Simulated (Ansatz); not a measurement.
The parent structure is Na3Sb (space group P6_3/mmc, No. 194).

```xyz
8
Lattice="5.3122 0.0000 0.0000 -2.6561 4.6005 0.0000 0.0000 0.0000 9.4529" Properties=species:S:1:pos:R:3 pbc="T T T"
Sb     0.0000     3.0670     2.3632
Sb     2.6561     1.5335     7.0896
Na     0.0000     0.0000     2.3632
Na     0.0000     0.0000     7.0896
Na     0.0000     3.0670     5.5057
Na     2.6561     1.5335     0.7792
Na     0.0000     3.0670     8.6736
Na     2.6561     1.5335     3.9472
```

Method: DFT with PBEsol, PAW potentials and a 420 eV plane-wave cutoff in Ansatz (a program for electronic structure), no SOC.

Before the change:

The electron mass is 0.076 mₑ along c, 0.061 mₑ across (at Γ). The valence-band top at Γ is 0.00, 0.00, -0.16 eV.

One thing is altered: an isotropic linear strain of −2.25 %; the atoms relax in the strained cell.

What happens to the mean gap deformation potential ΔEg/Δln V?

The mean gap deformation potential ΔEg/Δln V comes out as -2.5 eV.

Estimate the effect on the electron mass.

The electron mass becomes 0.085 mₑ along c, 0.079 mₑ across (at Γ) (base: 0.076 mₑ along c, 0.061 mₑ across (at Γ)).

Predict the new valence-band top at Γ.

The valence-band top at Γ (three highest levels, from the VBM) goes from 0.00, 0.00, -0.16 eV to 0.00, 0.00, -0.17 eV.

With Sb present, leaving out spin-orbit coupling can change the band edges. Effective masses come from finite differences of ±0.01 Å⁻¹. Whether these cells are dynamically stable was not tested.
